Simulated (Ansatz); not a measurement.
Functionals compared on a constructed model of the (0001) surface of 4H silicon carbide, Si-terminated, full C adlayer on top sites (bottom of the slab: 1 H on 1 bottom site), in Ansatz (plane waves, PAW). The structure was relaxed with PBE; the other rows are single points on it. Cutoff 420 eV (500 eV for r2SCAN).

Set-up: 10 atoms, 11.3 Å thick at the start with caps and adatoms (thin: gaps and levels are the slab's own); mesh 10x10x1; 0.025 eV smearing; dipole correction on; 2 atoms held, the rest relaxed; symmetry of the start imposed; spin-polarised, ending with about 0.1 μB a cell, a value that depends on the mesh; orders that need a larger cell were not tried, no spin-orbit, no U. The slab shows no gap on its mesh. It is one candidate, not shown to be the stable structure of the face. These notes are the PBE run's. r2SCAN: The program's check for a lower electronic state was not made.

```
functional  work function of the top face (eV)  rough cost of the single point
----------  ----------------------------------  ------------------------------
PBE                                       8.25                               –
r2SCAN                                       …         roughly 70 core-seconds
```

Some entries are withheld; supply them.


- r2SCAN, work function of the top face (eV): 8.52

Ansatz is a program for electronic structure.
